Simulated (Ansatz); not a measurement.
Consider Ta-vacancy pair (Ta on one host Ru site, one Ru site vacant) in hcp Ru, neutral cell. Method: PBE, PAW (plane waves to 420 eV; Ansatz, a first-principles code).

Cell of 36 host sites held at the relaxed PBE lattice; a 2×2×2 k-point mesh shifted by half a step along c; Fermi-Dirac width 0.10 eV, spin-restricted; finite-size errors left in. No zero-point or tunnelling terms. Spin-orbit coupling is left out. Forms of the defect that were not tried may lie lower.

Barriers: single points on a 4×4×4 k-point mesh shifted by half a step along c at the bands' geometries (they differ from the bands' own by up to 0.19 eV, and are uncertain by about as much).

Relaxed starting cell (atoms counted from 1):

```yaml
crystal:
  lattice:
    - [8.16420, 0.00000, 0.00000]
    - [-4.08210, 7.07041, 0.00000]
    - [0.00000, 0.00000, 8.58609]
  atoms:
    - { symbol: Ta, position: [0.10316, 0.22191, 0.12447] }
    - { symbol: Ru, position: [0.11121, 0.22397, 0.62449] }
    - { symbol: Ru, position: [0.11654, 0.56577, 0.12453] }
    - { symbol: Ru, position: [0.10898, 0.55756, 0.62450] }
    - { symbol: Ru, position: [0.11216, 0.88977, 0.12446] }
    - { symbol: Ru, position: [0.11057, 0.88911, 0.62444] }
    - { symbol: Ru, position: [0.44942, 0.22613, 0.12446] }
    - { symbol: Ru, position: [0.44908, 0.22537, 0.62450] }
    - { symbol: Ru, position: [0.44663, 0.55669, 0.12452] }
    - { symbol: Ru, position: [0.44776, 0.55689, 0.62449] }
    - { symbol: Ru, position: [0.44459, 0.88896, 0.12450] }
    - { symbol: Ru, position: [0.44665, 0.89227, 0.62448] }
    - { symbol: Ru, position: [0.77904, 0.22623, 0.62452] }
    - { symbol: Ru, position: [0.77866, 0.55706, 0.12454] }
    - { symbol: Ru, position: [0.77923, 0.55581, 0.62453] }
    - { symbol: Ru, position: [0.77528, 0.88435, 0.12449] }
    - { symbol: Ru, position: [0.77848, 0.88748, 0.62448] }
    - { symbol: Ru, position: [0.22436, 0.11292, 0.37743] }
    - { symbol: Ru, position: [0.22433, 0.11290, 0.87157] }
    - { symbol: Ru, position: [0.22206, 0.44773, 0.37923] }
    - { symbol: Ru, position: [0.22205, 0.44775, 0.86972] }
    - { symbol: Ru, position: [0.22433, 0.78239, 0.37527] }
    - { symbol: Ru, position: [0.22429, 0.78232, 0.87376] }
    - { symbol: Ru, position: [0.56091, 0.11460, 0.37299] }
    - { symbol: Ru, position: [0.56095, 0.11460, 0.87607] }
    - { symbol: Ru, position: [0.55687, 0.44490, 0.37329] }
    - { symbol: Ru, position: [0.55687, 0.44491, 0.87566] }
    - { symbol: Ru, position: [0.55649, 0.78034, 0.37520] }
    - { symbol: Ru, position: [0.55648, 0.78032, 0.87385] }
    - { symbol: Ru, position: [0.88496, 0.11037, 0.37941] }
    - { symbol: Ru, position: [0.88490, 0.11031, 0.86957] }
    - { symbol: Ru, position: [0.88987, 0.44147, 0.37146] }
    - { symbol: Ru, position: [0.88987, 0.44156, 0.87727] }
    - { symbol: Ru, position: [0.89109, 0.78016, 0.37386] }
    - { symbol: Ru, position: [0.89108, 0.78014, 0.87518] }
```

End state 1 differs by these moves (Å; atoms that move under 0.08 Å are left out):

```json
[
 {"atom": "1", "element": "Ta", "Δx": "-2.59", "Δy": "0.00", "Δz": "0.00"},
 {"atom": "20", "element": "Ru", "Δx": "0.00", "Δy": "-0.04", "Δz": "-0.07"},
 {"atom": "32", "element": "Ru", "Δx": "0.00", "Δy": "0.04", "Δz": "0.07"}
]
```

Question: Predict the forward and backward barriers to end state 1 from PBE, PAW.

Answer: forward 1.62 eV, backward 1.62 eV; at the saddle point atom 1 has neighbours Ru at 2.48, 2 Ru at 2.50, Ru at 2.61, 4 Ru at 2.91 Å. The saddle point's order was not checked, and it lies on a symmetry element of the cell, where a band can be held.
